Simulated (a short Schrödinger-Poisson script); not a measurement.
System: gated Al0.3Ga0.7As/GaAs modulation-doped gas in a quantum well, at 300 K.

```tsv
layer	material	thickness (nm)	Nd (cm⁻³)	Na (cm⁻³)
1	Al0.3Ga0.7As	10	-	-
2	Al0.3Ga0.7As	20	1.9e18	-
3	Al0.3Ga0.7As	2	-	-
4	GaAs	15	-	-
5	Al0.3Ga0.7As	4000	-	6e15
```

Constants are typed, rounded textbook-type inputs, not results; the design itself was drawn at random and stands for no fabricated device. Al0.3Ga0.7As: permittivity 12.05, conduction-band edge (eV) 0.237, gap (eV) 1.798, electron mass (mₑ) 0.0919, Nv at 300 K (cm⁻³) 9e18. GaAs: permittivity 12.9, conduction-band edge (eV) 0, gap (eV) 1.424, Nv at 300 K (cm⁻³) 9e18.

Channel valleys (confinement mass, in-plane density-of-states mass, number): Γ 0.067, 0.067, 1. At the gate the conduction-band edge of layer 1 lies 0.99 eV − eVg above the Fermi level of the channel; the field vanishes at the back. Donor level 0.05 eV below the band edge. The barrier under the gate holds no holes. Gaps are held at their typed values at every temperature. Mesh 0.08 nm at interfaces.

Solved with a short Schrödinger-Poisson script written for these runs: 1D Poisson equation in equilibrium, electrons quantum, Hartree (BenDaniel-Duke, 40 states a valley, the channel's in-plane mass for all, wave functions free to enter the barrier), parabolic valleys, classical holes, donors ionised by Fermi statistics, acceptors fully, no traps, pinning or gate leakage.

The same stack at other levels of the model or other numerical settings:

| run | sheet density of all electrons at Vg = 0.5 V (cm⁻²) | sheet density of all electrons at Vg = 0 V (cm⁻²) | capacitance at Vg = 0.5 V (μF/cm²) | centroid of the channel electrons at Vg = 0.5 V (nm) | rough cost against the base |
|---|---|---|---|---|---|
| base | 7.09e11 | 3.53e11 | 0.520 | 5.04 | about 1 |
| electrons treated as classical, Boltzmann | 8.90e11 | 4.10e11 | 0.516 | 3.18 | 0.03 |
| electrons treated as classical, Fermi-Dirac | 7.82e11 | 3.87e11 | 0.519 | 4.13 | 0.1 |
| electrons treated as quantum, Hartree plus LDA exchange-correlation | 7.60e11 | 3.73e11 | 0.519 | 4.91 | 2 |
| mesh six times as coarse | 7.09e11 | 3.53e11 | 0.520 | 5.01 | 0.3 |
| one subband a valley | 6.64e11 | 3.43e11 | 0.519 | 4.64 | 0.2 |

The classical rows ignore confinement, and Boltzmann statistics overrate the density once the band edge passes the Fermi level.
